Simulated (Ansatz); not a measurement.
# GaN, pressure series

Base system: GaN in the wurtzite structure (space group P6_3mc, No. 186).

```yaml
crystal:
  lattice:
    - [3.18312, 0.00000, 0.00000]
    - [-1.59156, 2.75667, 0.00000]
    - [0.00000, 0.00000, 5.18363]
  atoms:
    - { symbol: Ga, position: [0.66667, 0.33333, 0.00099] }
    - { symbol: Ga, position: [0.33333, 0.66667, 0.50099] }
    - { symbol: N, position: [0.66667, 0.33333, 0.62421] }
    - { symbol: N, position: [0.33333, 0.66667, 0.12421] }
```

Cell and atoms are relaxed at each pressure.

Calculations: plane-wave PAW DFT at the r2SCAN level (Ansatz, a program for electronic structure, 500 eV), no SOC.

Notes on the quantities. enthalpy: H = E + PV relative to the base's energy.

```tsv
variant	band gap	enthalpy	width of the top valence band
base	2.35 eV	–	2.85 eV
pressure −2 GPa	2.28 eV	-0.14 eV/atom	2.81 eV
pressure −1 GPa	2.32 eV	-0.07 eV/atom	2.83 eV
pressure 3 GPa	2.45 eV	+0.21 eV/atom	2.90 eV
pressure 7 GPa	2.58 eV	+0.49 eV/atom	2.97 eV
pressure 15 GPa	2.81 eV	+1.03 eV/atom	3.09 eV
pressure 30 GPa	3.17 eV	+2.00 eV/atom	3.27 eV
pressure 50 GPa	3.56 eV	+3.22 eV/atom	3.46 eV
pressure 75 GPa	3.94 eV	+4.67 eV/atom	3.70 eV
pressure 100 GPa	4.25 eV	+6.04 eV/atom	3.92 eV
```

Load acts through the strain it causes; cell and atoms are relaxed under it. Stability against distortions was not tested. Measured, GaN leaves this structure (for rock salt) near 47 GPa (temperature not stated; as listed in Datta, Sujoy, Jana, Debnarayan, arXiv (2020)), on rising pressure, with hysteresis.
